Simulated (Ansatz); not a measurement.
Take WSe$_{2}$ (space group Fm-3m, No. 225; a = 6.168 Å; ferromagnetic; a hypothetical phase, not in the database extracts checked) as the base.

Perturbation: hydrostatic tension (pressure −2 GPa).

Levels (all Ansatz, an electronic-structure program, PAW, earlier PAW set): PBEsol (420 eV, no SOC); r2SCAN (500 eV, without spin-orbit coupling).

The geometry is relaxed with PBEsol.

```
Property                           Result
--------------------------  -------------
PBEsol largest site moment        1.17 μB
PBEsol pressure                  -2.0 GPa
PBEsol magnetic state       ferromagnetic
```

Q: What does r2SCAN give at this geometry for the largest site moment, pressure and magnetic state?

A: The largest site moment rises by 0.20 μB (1.17 μB → 1.37 μB); the pressure rises by 5.2 GPa to 3.2 GPa; the magnetic state is still ferromagnetic.

Other magnetic orders, which the real material may have, were not ruled out. Single points use the geometry relaxed with PBEsol. Their cutoffs differ, which shifts pressures a little. Load acts through the strain it causes; cell and atoms are relaxed under it. Whether these cells are dynamically stable was not tested.
